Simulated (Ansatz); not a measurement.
Consider Li in the bcc (W type) structure (space group Im-3m, No. 229; a = 3.434 Å; relaxed with 0.1 eV smearing). Axes: x, y, z lie along the cube axes.

Method: plane-wave PAW DFT at the PBEsol level (Ansatz, an electronic-structure program, 420 eV), spin-orbit coupling left out.

Before the change:

- Shortest interatomic distance = 2.974 Å

Modification: tensor shear ε_xy = +1.14 % (engineering shear γ = 0.0228), atoms relaxed at fixed cell.

Task: What happens to the energy relative to the base, shortest interatomic distance and stress?

Result: The energy increases by 0.4 meV/atom; the shortest interatomic distance shrinks by 0.0226 Å, from 2.974 Å to 2.952 Å; the stress (xx, yy, zz, yz, xz, xy; compression positive) comes out as (0.0, 0.0, 0.0, 0.0, 0.0, -0.3) GPa.

The cells carry an imposed strain or load. Whether these cells are dynamically stable was not tested.
